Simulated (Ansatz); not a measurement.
The parent structure is WC (space group P-6m2, No. 187; relaxed with 0.1 eV smearing).

```
WC
1.0
    2.91268     0.00000     0.00000
   -1.45634     2.52245     0.00000
    0.00000     0.00000     2.83536
W C
1 1
Direct
  0.00000   0.00000   0.00000
  0.33333   0.66667   0.50000
```

Cartesian axes are those of the cell as printed.

Method: r2SCAN/PAW in Ansatz (a program for electronic structure), scalar-relativistic without spin-orbit coupling.

One thing is altered: a pure shear with ε_xz = ε_zx = 0.0200, atoms relaxed at fixed cell.

Task: Predict the stress tensor and what it implies for the stiffness.

Result: Stress of the strained cell less that of the base (GPa, compression positive):
```
    0.8     0.0   -12.5
    0.0     0.5     0.0
  -12.5     0.0     0.8
```

Then −Δσ/γ with γ = 2ε = 0.0400 gives secant stiffness values (nonlinear terms included at this strain): C55 ≈ 313 GPa.

As a check, the harmonic strain energy −½ V₀ Δσ:ε is 16 meV/atom; the computed energy rise is 16 meV/atom.

No phonon test of stability was made. The final runs are not spin-polarised.
